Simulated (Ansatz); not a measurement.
The reference is Cu in the fcc (Cu type) structure (space group Fm-3m, No. 225).

```
Cu
1.0
    0.00000     1.78951     1.78951
    1.78951     0.00000     1.78951
    1.78951     1.78951     0.00000
Cu
1
Cartesian
  0.00000   0.00000   0.00000
```

The values are results of Ansatz (a program for electronic structure) r2SCAN, no spin-orbit coupling, earlier PAW set, not measurements.

Before the change:

| Property | Result |
|---|---|
| Lattice parameter a | 3.579 Å |

The change: cell and atoms relaxed at a pressure of 22.5 GPa.

What happens to the lattice parameter a?

The lattice parameter a drops by 0.124 Å (3.579 Å → 3.455 Å).

Load acts through the strain it causes; cell and atoms are relaxed under it. No phonon test of stability was made. No other phases were tried under pressure. All final runs are without spin polarisation.
